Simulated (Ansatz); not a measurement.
The reference is Ge2Sb2Te5 (space group P-3m1, No. 164).

```xyz
9
Lattice="4.2236 0.0000 0.0000 -2.1118 3.6577 0.0000 0.0000 0.0000 16.8718" Properties=species:S:1:pos:R:3 pbc="T T T"
Te     0.0000     0.0000     0.0000
Ge     2.1118     1.2192     1.6932
Ge     0.0000     2.4385    15.1786
Te     0.0000     2.4385     3.3501
Te     2.1118     1.2192    13.5216
Sb     0.0000     0.0000     5.3499
Sb     0.0000     0.0000    11.5218
Te     2.1118     1.2192     7.0711
Te     0.0000     2.4385     9.8007
```

The values are results of plane-wave PAW DFT at the PBEsol level (Ansatz, a first-principles code, 420 eV), no spin-orbit coupling, earlier PAW set, not measurements.

One change was made to it. Results:

The volume per atom falls by 0.58 Å³, from 28.96 Å³ to 28.38 Å³; the band gap changes from 0.14 eV to zero.

**Question.** Which of these changes matches the shifts?
(A) pressure −1 GPa
(B) pressure 0.9 GPa
(C) pressure 9 GPa
(D) pressure 2.1 GPa

**Answer.** B, pressure 0.9 GPa. For comparison, the volume per atom in the other runs: pressure 2.1 GPa gives 27.75 Å³; pressure −1 GPa gives 29.92 Å³; pressure 9 GPa gives 25.15 Å³.

The mesh was chosen for an insulator and is coarse for the gapless case. With Sb and Te present, leaving out spin-orbit coupling can change the band edges. Load acts through the strain it causes; cell and atoms are relaxed under it. No phonon test of stability was made. Competing high-pressure phases were not computed. The final runs are not spin-polarised. Gaps under 0.05 eV, about the width of the smearing, are given as zero. A zero or small gap of Ge2Sb2Te5 can be the functional's error rather than a property of the material.
